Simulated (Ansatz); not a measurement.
The parent structure is PtGe (space group Pnma, No. 62; a = 5.772 Å, b = 3.713 Å, c = 6.129 Å). Axes: x, y, z lie along a, b, c of the conventional cell.

Computed with DFT with r2SCAN, PAW potentials and a 500 eV plane-wave cutoff in Ansatz (an electronic-structure program), no SOC.

For the base:

| Quantity | Result |
|---|---|
| Pressure | 0.0 GPa |
| Volume per atom | 16.42 Å³ |
| Band gap | zero |

It is then changed as follows: compressive biaxial strain of 2.16 % in the plane normal to [001], as in epitaxy on a mismatched substrate; the out-of-plane cell vector and the atoms relax.

**Question.** Estimate the effect on the pressure, volume per atom and band gap.

**Answer.** The pressure (mean of the normal stresses, compression positive) goes from zero to 3.7 GPa; the volume per atom drops by 0.324 Å³ to 16.09 Å³; the band gap is still zero.

Without a gap, meshes like the base's 8×13×8 leave anisotropic stresses uncertain by several tenths of a GPa, and small strain energies with them. Stability against distortions was not tested. All final runs are without spin polarisation.
